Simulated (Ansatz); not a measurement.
The parent structure is Cs in the bcc (W type) structure (space group Im-3m, No. 229; a = 6.0072 Å; relaxed with 0.1 eV smearing).

The values are results of DFT with PBEsol, PAW potentials and a 420 eV plane-wave cutoff in Ansatz (a first-principles code), without spin-orbit coupling, not measurements.

Base values:

The pressure is 0.0 GPa.

Perturbation: every lattice vector is shortened by 2.50 %; the atoms relax in the strained cell.

Question: How does this affect the energy relative to the base?

Answer: The energy increases by 4.2 meV/atom.

Question: Predict the new pressure.

Answer: The pressure goes from zero to 0.2 GPa.

No phonon test of stability was made. All final runs are without spin polarisation.
